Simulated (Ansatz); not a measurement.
The starting structures come from a database of crystals and need not be the phases stable at ambient conditions.

Evanescent states of Ba2InBrO3 (P4/nmm, not sure to be the ambient phase, 14 atoms a cell, 20.9 Å³ an atom, -3 GPa at this level) along the normal of (100)

Method: r2SCAN (plane waves, PAW; Ansatz, a quantum-chemistry and plane-wave program).

The gap is the functional's own, uncorrected, and κ follows it; spin-orbit coupling is left out. Mid-gap values are interpolated between the computed energies.

Energies count from the valence-band top; κ is the least over a 8×2 mesh across the current.

```
E (eV)  κ (1/Å)  where
------  -------  -----
0.06      0.098  off Γ
0.18      0.168  off Γ
0.30      0.215  off Γ
0.42      0.253  off Γ
0.54      0.260      Γ
0.66      0.262      Γ
0.78      0.263      Γ
0.90      0.261      Γ
1.02      0.258      Γ
1.14      0.252      Γ
1.26      0.245      Γ
1.38      0.237      Γ
1.50      0.226      Γ
1.62      0.213      Γ
1.74      0.198      Γ
1.86      0.180      Γ
1.98      0.158      Γ
2.10      0.131      Γ
2.22      0.093      Γ
```

Question: How thick must the barrier be to attenuate the transmission by 10^4 when the electrodes' Fermi level lies at 0.30 eV, and what attenuation does that film give at 0.06 eV?

Answer: d = 4 ln 10 / (2 × 0.215) = 21.4 Å. At 0.06 eV it gives 4 × 0.098/0.215 = 1.8 decades.
